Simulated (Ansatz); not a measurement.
System: β-phase GaSe (model structure). Method: PBE (Ansatz, a quantum-chemistry and plane-wave program, PAW).

Rigid layers of the crystal as relaxed at this level are moved apart or together:

| run | k mesh | layer repeat (Å) | energy against free layers (meV/Å²) | gap on the mesh (eV) |
|---|---|---|---|---|
| 1 | 12×12×4 | 7.675 | 9.22 | 0.382 |
| 2 | 12×12×4 | 7.825 | 5.69 | 0.493 |
| 3 | 12×12×2 | 7.975 | 3.37 | 0.614 |
| 4 | 12×12×2 | 8.175 | 1.44 | 0.777 |
| 5 | 12×12×2 | 8.475 | 0.05 | 1.001 |
| 6 | 12×12×2 | 8.975 | -0.55 | 1.285 |
| 7 | 12×12×2 | 9.975 | -0.35 | 1.589 |
| 8 | 12×12×2 | 11.975 | -0.03 | 1.768 |

The lowest energy of these points lies at a layer repeat of 8.97 Å.

Spin–orbit coupling is not included.

A model structure was made by putting elements into a prototype or built by hand; here it ended with the formula and space group of a phase in our tables.
